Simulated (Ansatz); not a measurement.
Amorphous Hf18O37Na2, 57 atoms at 8.64 g/cm³, one PBE-relaxed geometry, zone centre. Methods: PBE, scalar-relativistic without spin-orbit coupling (Ansatz, a first-principles code); r2SCAN, scalar-relativistic without spin-orbit coupling (Ansatz); HSE06, scalar-relativistic without spin-orbit coupling (Ansatz). Plane waves to 420 eV (r2SCAN 500 eV); exact exchange is cut at the cell's faces. At PBE the levels at the filled edge of the gap are localised (band-tail or defect states), and the nearest spread-out levels lie 4.2 eV apart at the zone centre. All rungs ran without spin polarisation.

Preparation: random packing, a CHGNet melt and quench, and a DFT relaxation. O atoms were pushed apart under 1.9 Å during the dynamics, to hinder bonds among them. The hot cell started wider than the set density and was brought back towards it in steps. It is the lowest in DFT energy of 2 quenches. It is a model cell: composition and starting density were chosen by hand, and all elements were melted together. No dispersion term was used. Its density started from a set value of 8.64 and ended at 8.64 g/cm³. The simulated quench (nominally 450 K/ps over its main leg) is rapid and tends to freeze in more defects than a deposited or slowly cooled glass has. One small periodic cell is one sample of the glass; other quenches scatter about these values. The volume was held where the preparation left it and the shape relaxed, at a PBE pressure of 0.6 GPa. Stress components on the final sampling reach 0.6 GPa.

The relaxation ran on the zone centre alone. At PBE the level gap is 3.74 eV on a 2×2×2 Γ-centred mesh, and the spacing at the zone centre alone 3.83 eV.

Q: What zone-centre spacing does r2SCAN give, roughly?

A: 4.28 eV (+0.45 eV against PBE).

Q: What zone-centre spacing does HSE06 give, roughly?

A: 5.36 eV (+1.53 eV against PBE).

The highest filled and the lowest empty state spread over these numbers of atoms (participation numbers): PBE: 3.4 and 20.8; r2SCAN: 3.2 and 19.3; HSE06: 3.3 and 23.4.
